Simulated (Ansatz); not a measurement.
Start from InSb in the zinc blende structure (space group F-43m, No. 216).

```yaml
crystal:
  lattice:
    - [0.00000, 3.27796, 3.27796]
    - [3.27796, 0.00000, 3.27796]
    - [3.27796, 3.27796, 0.00000]
  atoms:
    - { symbol: Sb, position: [0.75000, 0.75000, 0.75000] }
    - { symbol: In, position: [0.00000, 0.00000, 0.00000] }
```

Cartesian axes are those of the cell as printed.

Level of theory: Ansatz (a first-principles code), r2SCAN, PAW, cutoff 500 eV, no spin-orbit coupling.

Before the change:

- Band gap = zero

Modification: uniaxial strain ε_xx = −4.28 %, all other strain components held at zero; the atoms relax in the strained cell.

Question: How does this affect the band gap?

Answer: The band gap goes from zero to 0.14 eV.

Question: What does the calculation give for the valence-band top at Γ after the change?

Answer: The valence-band top at Γ (three highest levels, from the VBM) comes out as 0.00, -0.21, -0.21 eV.

Spin-orbit coupling, missing from the scalar runs, can matter with Sb. Whether these cells are dynamically stable was not tested. The final runs are not spin-polarised. Gaps under 0.05 eV, about the width of the smearing, are given as zero. The zero or small gap of InSb can change with the level of theory.
